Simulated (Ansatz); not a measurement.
## A computed series for ZnS: response to strain

The reference is ZnS in the zinc blende structure (space group F-43m, No. 216; a = 5.389 Å). Axes: x, y, z lie along the cube axes.

Strains are applied to the cell and any free atomic positions relax; under biaxial strain the out-of-plane vector relaxes too.

Computed with r2SCAN, PAW, 500 eV (Ansatz, a first-principles code; scalar-relativistic without spin-orbit coupling).

| biaxial strain, plane normal [111], relaxed out of plane (%) | out-of-plane strain (%) |
|---|---|
| -2.5 | 1.61 |
| -2.08 | 1.33 |
| -1.67 | ? |
| -1.25 | 0.79 |
| -0.83 | 0.52 |
| -0.42 | 0.26 |
| 0 | 0.00 |

### Question
Fit ε⊥ = −νε + γε² (strains in %) to the rows shown and predict the withheld row.

### Answer
Least squares on the printed values gives ν = 0.62 (the biaxial Poisson response) and γ = 0.010 (largest residual 0.00 %); this predicts 1.06 %, and the run gives 1.07 %, in agreement.

Stability against distortions was not tested.
